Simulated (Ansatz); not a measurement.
PbSe: energy against strain

PbSe (rock salt, Fm-3m, 29.475 Å³/atom at rest, cube axes along x, y and z) under a strain ε along a cube axis (axis z), the other axes held. r2SCAN in Ansatz, a plane-wave DFT program (PAW, default set), 500 eV, 9×9×9 Γ-centred mesh, Fermi-Dirac smearing 0.05 eV; ions are relaxed within the symmetry of each cell.

Here s stands for strain and y for E less E0.

```
strain (%)  E less E0 (meV/atom)
----------  --------------------
-1.50                       2.80
-1.00                       1.21
-0.50                       0.29
0.00                        0.00
0.50                        0.30
1.00                        1.14
1.50                        2.50
3.00                           ?
```

The 7 complete rows are fitted with a parabola, y against s. Least squares gives y = 0.000 - 0.0736·s + 1.1776·s². Residuals (row less fit): 0.040, -0.041, -0.041, 0.000, 0.042, 0.036, -0.039; standard error 0.049 (degrees of freedom: 4). Twice the quadratic coefficient over the volume, 2 × 1.1776 meV × 10⁴ × 0.1602 / 29.475 Å³, is the elastic constant C11 = 128 ± 2 GPa.

**Question.** What does the fit predict for y at s = 3.00, and how far is the calculated value from it?

**Answer.** y = 0.000 - 0.0736 × 3.0 + 1.1776 × 3.0² = 10.378 meV/atom. The calculation gives 9.32 meV/atom, 1.058 meV/atom below the prediction (11.4 % of the range of y in the table). The row lies outside the fitted rows, so this is an extrapolation. From the scatter of the fitted rows alone, a prediction at this place has a standard error of 0.188 meV/atom, so the miss is 5.6 times that.

One order more, fitted to all 13 runs of the series, follows each within 0.01, so the miss is the next term of a smooth law. Rows are the converged runs of the series near zero and its far end; series whose fitted rows scatter by over a few per cent of the range, as at a crossing or softening among them, aren't shown in this form. Most that stay on the fit to the last digits aren't either.
